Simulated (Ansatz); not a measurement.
**GaN, response to strain**

Start from GaN in the zinc blende structure (space group F-43m, No. 216).

```yaml
crystal:
  lattice:
    - [0.00000, 2.22769, 2.22769]
    - [2.22769, 0.00000, 2.22769]
    - [2.22769, 2.22769, 0.00000]
  atoms:
    - { symbol: Ga, position: [0.00000, 0.00000, 0.00000] }
    - { symbol: N, position: [0.25000, 0.25000, 0.25000] }
```

Cartesian axes are those of the cell as printed.

Strains are applied to the cell and any free atomic positions relax.

All numbers come from LDA, PAW, 420 eV (Ansatz, an electronic-structure program; without spin-orbit coupling).

Candidates:
(a) uniaxial strain ε_zz = +3.00 %
(b) uniaxial strain ε_zz = −2.50 %
(c) uniaxial strain ε_zz = −2.00 %
(d) uniaxial strain ε_zz = −0.50 %
(e) uniaxial strain ε_zz = −1.50 %

Notes on the quantities. energy relative to the base: free energy F.

**Question.** Order them by energy relative to the base, lowest first.

**Answer.** (d) uniaxial strain ε_zz = −0.50 % (+0.2 meV/atom), (e) uniaxial strain ε_zz = −1.50 % (+2.2 meV/atom), (c) uniaxial strain ε_zz = −2.00 % (+4.0 meV/atom), (b) uniaxial strain ε_zz = −2.50 % (+6.3 meV/atom), (a) uniaxial strain ε_zz = +3.00 % (+8.8 meV/atom)

No phonon test of stability was made. This is not the structure that GaN has at room temperature and ambient pressure.
